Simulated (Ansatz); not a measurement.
## Worked example: self-consistent single point of VRe (Cmmm, 2 atoms in the cell) in Ansatz

Method of the run: LDA (PW92), default PAW files made with PBE (plane waves; Ansatz, a program for electronic structure).

Input as run:

Ansatz 0.2 input:
```yaml
crystal:
  lattice:
    - [1.507271, -2.175737, 0.000000]
    - [1.507271, 2.175737, 0.000000]
    - [0.000000, 0.000000, 4.209417]
  atoms:
    - { symbol: V, position_ang: [1.507271, 0.000000, 2.104709] }
    - { symbol: Re, position_ang: [0.000000, 0.000000, 0.000000] }
basis:
  ecutwfc: 30.9 Ry
kpoints:
  mp_grid: { grid: [13, 13, 8] }
hamiltonian:
  xc: lda
  pseudopotentials: { kind: paw }
scf:
  occupations: { method: fermi_dirac, width: 0.0073 Ry }
output:
  forces: true
  eigenvalues: true
  stress: true
```

Output (repeated stretches shortened):

```
WARN ansatz: RAYON_NUM_THREADS=1 ignored (pool sized by the plan → 1); use --threads N
Pseudopotentials: kind: paw
Pseudopotential: V, paw, valence charge 13
Pseudopotential: Re, paw, valence charge 15
Crystal: 2 atoms, lattice volume = 27.609 Å³
Basis set: ecut = 420.4159175005146 eV, 529 PW (Γ)
Bands: 18, of which v1, the nominal top of the filled ones, is band 14 counted from 1 (13 counted from 0)
Symmetry: 8 space group operations
Space group: Cmmm (ITA 65), of the structure as read, at distance tolerance 3.0e-5 Å
k-points: 245 of 1352
PAW frozen core: V, regenerated for the run's functional, and the local potential with it
PAW frozen core: Re, regenerated for the run's functional, and the local potential with it
Initial density: superposition of atomic densities (neutral atoms: chi_scale 0, normalization atom), corrected by the library's trained network
Initial wavefunctions: pseudopotential atomic-orbital guess
Eigensolver: davidson
Functional: x = slater, c = lda
SCF iter   1: F=—  HF=-13468.625500 eV  |F-HF|=—  |Δ(HF+E_count)|=         —  Δρ=6.64e-3  dr2=1.18e-2  ethr=1.77e-3  ⟨swp⟩=4.7  Hψ=18304  notcnv=0
all-band conjugate gradients solve this SCF's bands
preconditioner: auto → none
SCF iter   2: F=—  HF=-13468.625480 eV  |F-HF|=—  |Δ(HF+E_count)|=   2.03e-5  Δρ=4.71e-3  dr2=1.21e-2  ethr=4.22e-5  ⟨swp⟩=1.4  Hψ=6620  notcnv=0
SCF iter   3: F=—  HF=-13468.624338 eV  |F-HF|=—  |Δ(HF+E_count)|=   1.14e-3  Δρ=1.73e-3  dr2=7.88e-4  ethr=4.22e-5  ⟨swp⟩=1.2  Hψ=4479  notcnv=0
SCF iter   4: F=—  HF=-13468.624269 eV  |F-HF|=—  |Δ(HF+E_count)|=   6.85e-5  Δρ=4.94e-4  dr2=3.74e-5  ethr=2.82e-6  ⟨swp⟩=2.1  Hψ=5233  notcnv=0
SCF iter   5: F=—  HF=-13468.624270 eV  |F-HF|=—  |Δ(HF+E_count)|=   9.91e-7  Δρ=5.58e-5  dr2=4.01e-7  ethr=1.34e-7  ⟨swp⟩=2.1  Hψ=6651  notcnv=0
SCF iter   6: F=-13468.624270 eV  HF=-13468.624270 eV  |F-HF|=1.23e-9  |Δ(HF+E_count)|=   7.45e-8  Δρ=1.51e-5  dr2=1.54e-8  ethr=3.57e-10  ⟨swp⟩=5.0  Hψ=17688  notcnv=0
SCF 1 converged in 6 iterations: F = -13468.624270 eV  dr2 = 1.54e-8
SCF converged after 6 iterations
Free energy (F): -13468.624270 eV
Harris-Foulkes:  -13468.624270 eV  (|F-HF|=1.23e-9)
Internal energy: -13468.586494 eV  (E = F + TS)
E sigma→0 (E₀):  -13468.605382 eV
Entropy (-TS):   -0.037776 eV (-18.888 meV/atom)
Fermi energy:    21.091463 eV
--- Per-component energies (eV) ---
  E_band       = -214.753767
  E_kinetic    = 879.197542
  E_local      = -1633.391511  (includes V_loc(G=0)·N_el)
  E_nonlocal   = 12.065069
  E_hartree    = 672.355331
  E_xc         = -531.190989
  E_vxc        = -470.829247  (∫ρ·V_xc dr)
  E_paw        = -9462.995453  (= ΣΔE_a)
  E_vpaw       = -346.508304  (= ΣTr[D̂ρ^β])
  E_aug_tail   = 0.000173  (compensation charges beyond the density's cutoff)
  E_ewald      = -3405.291882
  E_core_change = 0.665226  (= ΣΔE_core)
  E_smearing   = -0.037776  (= −TS)
  E_closure    = 0.000000  (closes the sum)
  Σ components = -13468.624270   (vs F -13468.624270, Δ=0.00e0)
--- Forces (eV/Å), atoms counted from 1 ---
  atom   1  V     -0.00000000     0.00000000     0.00000000
  atom   2  Re     0.00000000     0.00000000     0.00000000
  max |Σ_I F_I| component: 9.47e-30 eV/Å
--- Stress (GPa, compression-positive) ---
       -7.721427       0.000000       0.000000
        0.000000      -7.988206      -0.000000
        0.000000      -0.000000      -8.036064
  P = ⅓ Tr σ = -7.9152 GPa (-79.152 kbar)
  The stress holds the Pulay correction. Without it, at fixed plane waves, as pw.x and ABINIT print it: P = -8.0157 GPa
--- Band table (eV; the first three rows and the last of 245) ---
  k-point 0: bands = ["-59.1803", "-42.5774", "-21.1108", "-20.6839", "-20.4658", "-16.7447", "-16.4455", "-16.3161", "11.9202", "15.4433", "17.2733", "19.6679", "19.8606", "20.6064", "22.2357", "22.3892", "22.6570", "22.6737"]
  k-point 1: bands = ["-59.1803", "-42.5778", "-21.1004", "-20.6829", "-20.4658", "-16.7607", "-16.4476", "-16.3161", "12.0683", "15.5171", "17.3093", "19.8270", "19.8834", "20.5405", "21.6031", "22.3619", "22.6497", "22.6530"]
  k-point 2: bands = ["-59.1802", "-42.5786", "-21.0750", "-20.6804", "-20.4658", "-16.7996", "-16.4526", "-16.3160", "12.4638", "15.7136", "17.4017", "19.8470", "20.2946", "20.3769", "20.6050", "21.9888", "22.5298", "22.6363"]
  k-point 244: bands = ["-59.0544", "-42.4410", "-21.6231", "-21.1307", "-20.8381", "-16.9745", "-16.7298", "-16.7145", "15.2423", "16.5364", "18.3244", "18.6113", "19.7791", "20.9476", "21.0276", "21.5985", "24.0742", "25.4799"]
```

The run converged in 6 iterations.

The starting cell comes from a database of computed structures (which also holds hypothetical and non-ambient phases and stackings), without a prior relaxation at this level. Its lattice was rescaled by up to half a per cent. Spin-orbit coupling is off. Spin polarisation is off. With a pressure of about -8 GPa the cell is away from its equilibrium volume at this level. Ansatz's pressure includes its estimate of the finite-basis (Pulay) stress.
